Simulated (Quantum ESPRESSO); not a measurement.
A series of runs on TaAs (I4_1md, 4 atoms in the cell)

```yaml
crystal:
  lattice:
    - [1.74058, -1.74058, 5.93190]
    - [1.74058, 1.74058, 5.93190]
    - [-1.74058, -1.74058, 5.93190]
  atoms:
    - { symbol: Ta, position: [0.50000, 0.99997, 0.49997] }
    - { symbol: Ta, position: [0.00000, 0.74997, 0.74997] }
    - { symbol: As, position: [0.50000, 0.58263, 0.08263] }
    - { symbol: As, position: [0.00000, 0.33263, 0.33263] }
```

Base run A: Quantum ESPRESSO with PBE, GBRV 1.5 ultrasoft (PBE) pseudopotentials, self-consistent single point.

Its settings: ecutwfc = 40 Ry; ecutrho = 320 Ry; occupations = smearing; smearing = methfessel-paxton; degauss = 0.0073499 Ry; potentials = {Ta: ta_pbe_v1.uspp.F.UPF, As: as_pbe_v1.uspp.F.UPF}; K_POINTS = automatic 9 9 9 0 0 0; conv_thr = 1e-09 Ry.

The starting cell comes from a database of computed structures (which also holds hypothetical and non-ambient phases and stackings), without a prior relaxation at this level. Its lattice was rescaled by a random factor within 2.5 % of one. Spin polarisation is off. In the base run, with a pressure of about -4 GPa the cell is away from its equilibrium volume at this level.

ΔF is the free energy per atom less that of run A. 

Run A gave: pressure (GPa) -3.84; largest force (eV/Å) 0.005; iterations 9.

Runs:
- B: diagonalization: default → cg
- C: diagonalization: default → paro
- D: diagonalization: default → rmm-davidson
- E: diagonalization: default → rmm-paro
- F: diago_david_ndim: default → 3
- G: diago_david_ndim: default → 4
- H: diago_full_acc: default → true

Which runs reach the base run's state, and which is quickest in iterations?

Runs B, C, D, E, F, G, H reached the same state as A (within 1 meV/atom). The fewest iterations to that state were 7 (C); the most were 14.

| run | ΔF (meV/atom) | pressure (GPa) | largest force (eV/Å) | iterations |
|---|---|---|---|---|
| A | 0.00 | -3.84 | 0.005 | 9 |
| B | 0.00 | -3.84 | 0.005 | 9 |
| C | 0.00 | -3.84 | 0.005 | 7 |
| D | 0.00 | -3.84 | 0.005 | 14 |
| E | 0.00 | -3.84 | 0.005 | 10 |
| F | 0.00 | -3.84 | 0.005 | 8 |
| G | 0.00 | -3.84 | 0.005 | 8 |
| H | 0.00 | -3.84 | 0.005 | 9 |
